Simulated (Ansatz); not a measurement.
## GaP: isotropic strain +0.50 %

Start from GaP in the zinc blende structure (space group F-43m, No. 216; a = 5.391 Å).

Modification: the cell is scaled by 1.0050 in all directions; the atoms relax in the strained cell.

Calculations: plane-wave PAW DFT at the LDA level (Ansatz, a program for electronic structure, 420 eV), scalar-relativistic without spin-orbit coupling. k-mesh 11×11×11 (Γ-centred); smearing 0.05 eV (Fermi–Dirac).

| quantity | base | changed | shift |
|---|---|---|---|
| volume per atom | 19.59 Å³ | 19.88 Å³ | +0.295 Å³ |
| space group | F-43m (No. 216) | F-43m (No. 216) | – |
| shortest interatomic distance | 2.335 Å | 2.346 Å | +0.0117 Å |
| energy relative to the base (free energy F) | 0 meV/atom | +1.2 meV/atom | +1.2 meV/atom |
| pressure | -0.01 GPa | -1.31 GPa | -1.30 GPa |
| band gap | 1.38 eV | 1.41 eV | +0.03 eV |
| gap character | indirect, Γ → Γ–X (87 % along) | indirect, Γ → Γ–X (87 % along) | – |
| smallest direct gap | 1.88 eV | 1.76 eV | -0.12 eV |
| width of the top valence band | 3.63 eV | 3.56 eV | -0.07 eV |
| electron mass | 1.1 mₑ along k, 0.22 mₑ across (off the special points) | 1.1 mₑ along k, 0.22 mₑ across (off the special points) | – |
| hole mass (degenerate bands, along [100]) | 0.11, 0.36, 0.36 mₑ (at Γ) | 0.10, 0.36, 0.36 mₑ (at Γ) | – |
| valley order (the lowest conduction-band minima on the path, energy above the VBM, named in the base's zone) | a point along ⟨100⟩, about 1.0 Å⁻¹ from Γ 1.38 eV; L along ⟨111⟩ 1.60 eV; Γ 1.88 eV | a point along ⟨100⟩, about 1.0 Å⁻¹ from Γ 1.41 eV; L along ⟨111⟩ 1.56 eV; Γ 1.76 eV | – |

Final structure:

```
GaP
1.0
    0.00000     2.70918     2.70918
    2.70918     0.00000     2.70918
    2.70918     2.70918     0.00000
Ga P
1 1
Direct
  0.00000   0.00000   0.00000
  0.25000   0.25000   0.25000
```

Masses are band curvatures over ±0.01 Å⁻¹ around the edge. Along k means along the line from Γ to the band edge. No phonon test of stability was made.
